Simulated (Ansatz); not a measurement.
The starting structures come from a database of crystals and need not be the phases stable at ambient conditions.

The decay constant κ of evanescent states in the gap governs leakage through a thin film.

Input:

```xyz
20
Lattice="5.1125 0.0000 0.0000 0.0000 8.4578 0.0000 2.5562 -4.2289 5.4005" Properties=species:S:1:pos:R:3 pbc="T T T"
Zn     2.5690     2.5029     1.7421
Zn     5.1252     1.7260     3.6584
Zn     2.5690     5.9549     1.7421
Zn     5.1252    -1.7260     3.6584
Si     5.1608     4.2289     1.5761
Si     2.6046     0.0000     3.8244
H      3.4687     1.0176     0.0000
H      3.4687     7.4402     0.0000
H      0.7787     0.7529     0.0000
H      0.7787     7.7049     0.0000
O      5.8080     2.8689     2.2178
O      3.2518     1.3599     3.1827
O      5.8080     5.5888     2.2178
O      3.2518    -1.3599     3.1827
O      3.5412     4.2289     1.7701
O      6.0974     0.0000     3.6304
O      2.7017     1.6225     0.0000
O      2.7017     6.8353     0.0000
O      0.5084     4.2289     0.0000
O      0.1516     0.0000     0.0000
```

Space group of this cell: Imm2. The cell was relaxed by PBE-D3(BJ); by r2SCAN its mean pressure is -2.9 GPa.

Transport runs along the normal of the first two printed cell vectors.

The gap is the functional's own, uncorrected, and κ follows it; spin-orbit coupling is left out. Mid-gap values are interpolated between the computed energies.

Problem. Give the band gap and the smallest decay constant κ at mid-gap that Ansatz (a first-principles code) with r2SCAN yields.

Solution. Gap 3.76 eV on a 8×8×8 mesh; κ = 0.339 1/Å, at the zone centre.
